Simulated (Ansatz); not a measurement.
The parent structure is SiO2 in the rutile structure (space group P4_2/mnm, No. 136; a = 4.1549 Å, c = 2.6615 Å). Axes: x, y, z lie along a, b, c of the conventional cell.

Level of theory: Ansatz (a first-principles code) LDA, no spin-orbit coupling.

Strains are applied to the cell and any free atomic positions relax; under biaxial strain the out-of-plane vector relaxes too.

One change was made to it. Results:

| quantity | base | after |
|---|---|---|
| band gap | 5.81 eV | 5.70 eV |
| electron mass | 0.40 mₑ along c, 0.52 mₑ across (at Γ) | 0.40 mₑ out of plane, 0.51 mₑ in plane (at Γ) |
| volume per atom | 7.66 Å³ | 7.73 Å³ |

Task: Which change produced these results?
A. biaxial strain +0.60 %, plane normal [001], relaxed out of plane
B. biaxial strain +2.40 %, plane normal [001], relaxed out of plane
C. biaxial strain +3.00 %, plane normal [001], relaxed out of plane
D. biaxial strain +1.80 %, plane normal [001], relaxed out of plane

Result: A, biaxial strain +0.60 %, plane normal [001], relaxed out of plane. For comparison, the band gap in the other runs: biaxial strain +1.80 %, plane normal [001], relaxed out of plane gives 5.51 eV; biaxial strain +2.40 %, plane normal [001], relaxed out of plane gives 5.41 eV; biaxial strain +3.00 %, plane normal [001], relaxed out of plane gives 5.33 eV.

Masses are band curvatures over ±0.01 Å⁻¹ around the edge. Whether these cells are dynamically stable was not tested.
